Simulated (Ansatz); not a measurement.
TaAs under a change: pressure 22.5 GPa

The parent structure is TaAs (space group I4_1md, No. 109; a = 3.442 Å, c = 11.712 Å).

Now apply this change: a hydrostatic pressure of 22.5 GPa.

The values are results of DFT with r2SCAN, PAW potentials and a 500 eV plane-wave cutoff in Ansatz (a quantum-chemistry and plane-wave program), without spin-orbit coupling, not measurements. Settings: 19×19×19 k-points, 0.05 eV Fermi–Dirac smearing.

| quantity | base | changed | shift |
|---|---|---|---|
| volume per atom | 17.34 Å³ | 15.72 Å³ | -1.62 Å³ |
| density | 12.25 g/cm³ | 13.51 g/cm³ | +1.266 g/cm³ |
| lattice parameter a | 3.442 Å | 3.351 Å | -0.091 Å |
| c/a ratio | 3.403 | 3.342 | -0.061 |
| shortest interatomic distance | 2.609 Å | 2.526 Å | -0.083 Å |
| enthalpy H = E + PV relative to the base's energy | – | +2.31 eV/atom | – |
| band gap | zero | zero | – |

Spin-orbit coupling, missing from the scalar runs, can matter with Ta. Load acts through the strain it causes; cell and atoms are relaxed under it. Stability against distortions was not tested. Competing high-pressure phases were not computed. All final runs are without spin polarisation. Gaps under 0.05 eV, about the width of the smearing, are given as zero. The zero or small gap of TaAs can change with the level of theory.
